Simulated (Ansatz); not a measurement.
## Fermi-surface data of ScAl3 under load (space group Cmmm)

```yaml
crystal:
  lattice:
    - [4.06265, -0.01394, 0.00000]
    - [-0.01394, 4.06265, 0.00000]
    - [0.00000, 0.00000, 4.07629]
  atoms:
    - { symbol: Sc, position: [0.00000, 0.00000, 0.00000] }
    - { symbol: Al, position: [0.50000, 0.00000, 0.50000] }
    - { symbol: Al, position: [0.00000, 0.50000, 0.50000] }
    - { symbol: Al, position: [0.50000, 0.50000, 0.00000] }
```

Calculation: PBEsol, rigid bands (plane waves, PAW, scalar-relativistic; Ansatz, a first-principles code). Condition of this run: uniaxial stress along [110] of 1 GPa (compression positive) (the target of the relaxation). Geometry: cell and atoms relaxed with PBEsol, then loaded as said.

```
Property                                                         Result
------------------------------------  ---------------------------------
density of states at the Fermi level  1.24 states/(eV·cell), both spins
bare Sommerfeld coefficient                   0.73 mJ/(mol of atoms·K²)
Drude plasma energy                                              5.8 eV
root-mean-square Fermi velocity                               8.3e5 m/s
resistivity times τ                                   14.7 ×10⁻²² Ω·m·s
```

A metal at this level (no band gap); rigid bands, thermally averaged at 300 K, both spins. Spin-orbit coupling is left out. τ is one relaxation time for all states.

Computed structure with no diffraction record at hand here (it may be known, metastable or hypothetical): ScAl3 under load (space group Cmmm).
